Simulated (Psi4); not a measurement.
Psi4 1.11, BP86/def2-svp: Se(H)(Br) ([SeH]Br), 3 atoms. The geometry is a generated start, not checked to be a minimum at this level.

| Quantity | Value |
|---|---|
| task | energy |
| method | bp86 |
| basis | def2-svp |
| memory | 3 GB |
| maxiter | 100 |
| keys of the molecule block | symmetry c1 |
| scf_type | df (default) |
| guess | auto, which took SAD (default) |
| scf_initial_accelerator | adiis (default) |
| e_convergence | 1e-06 (default) |
| d_convergence | 1e-06 (default) |
| dft_radial_points | 75 (default) |
| dft_spherical_points | 302 (default) |
| basis functions | 69 |
| grid points | 62319 |

```xyz
3

Se    -0.1348    -0.2174     0.8331
H     -1.0748    -0.6590    -0.1894
Br     1.2096     0.8764    -0.6436
```

One run each on 2 threads. Values of diis_max_vecs tried: 3, 6, 10 (default), 20.

Task: How does the count of SCF iterations change with diis_max_vecs, and where is it least?

Result: Fewest SCF iterations, within one of each other: 6 with 9, 10 (default) with 9, 20 with 9. The count rises to 15 at 3. All converge to one solution.

```
diis_max_vecs  SCF iterations            end
-------------  --------------  -------------
3                          15  same solution
6                           9  same solution
10 (default)                9  same solution
20                          9  same solution
```
